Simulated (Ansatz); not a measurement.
```yaml
crystal:
  lattice:
    - [14.00000, 0.00000, 0.00000]
    - [0.00000, 14.00000, 0.00000]
    - [0.00000, 0.00000, 5.40906]
  atoms:
    - { symbol: Ti, position: [0.50000, 0.50000, 0.00000] }
    - { symbol: Ti, position: [0.50000, 0.50000, 0.50000] }
    - { symbol: O, position: [0.58953, 0.50000, 0.25000] }
    - { symbol: O, position: [0.41047, 0.50000, 0.25000] }
    - { symbol: O, position: [0.50000, 0.58953, 0.75000] }
    - { symbol: O, position: [0.50000, 0.41047, 0.75000] }
```

Computed with PBE+D3(BJ) (plane waves to 420 eV, PAW; Ansatz, a quantum-chemistry and plane-wave program). Mesh 1×1×60. No spin polarisation, so a magnetic state wasn't tested. Isolated but for its images some 11 Å away. A hypothetical model. It keeps the symmetry and period of its start, so it need not be a minimum against all distortions. Pairing along the axis, which can open a gap, is among the distortions not tried.

Problem. Tabulate the two highest filled and two lowest empty levels along the axis, from the valence top.

Solution. 
```tsv
k (2π/c)	v2 (eV)	v1 (eV)	c1 (eV)	c2 (eV)
0.000	-0.07	0.00	3.37	3.43
0.042	-0.08	-0.01	3.38	3.44
0.083	-0.10	-0.04	3.41	3.48
0.125	-0.14	-0.09	3.46	3.54
0.167	-0.19	-0.16	3.52	3.62
0.208	-0.25	-0.24	3.60	3.72
0.250	-0.32	-0.32	3.69	3.83
0.292	-0.40	-0.40	3.79	3.96
0.333	-0.48	-0.48	3.89	4.09
0.375	-0.57	-0.57	4.00	4.22
0.417	-0.66	-0.66	4.10	4.36
0.458	-0.75	-0.75	4.20	4.36
0.500	-0.79	-0.79	4.28	4.28
```
